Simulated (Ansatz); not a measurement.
Base system: Al in the fcc (Cu type) structure (space group Fm-3m, No. 225; a = 4.041 Å; relaxed with 0.1 eV smearing).

Computed with Kohn–Sham DFT with the PBE functional, run in Ansatz (a quantum-chemistry and plane-wave program) with PAW and 420 eV plane waves, no spin-orbit coupling.

For the base:

```
Quantity    Value
--------  -------
Pressure  0.0 GPa
```

Perturbation: the cell is scaled by 0.9750 in all directions; the atoms relax in the strained cell.

Problem. What happens to the energy relative to the base?

Solution. The energy increases by 25 meV/atom.

Problem. Estimate the effect on the pressure.

Solution. The pressure goes from zero to 7.0 GPa.

Whether these cells are dynamically stable was not tested.
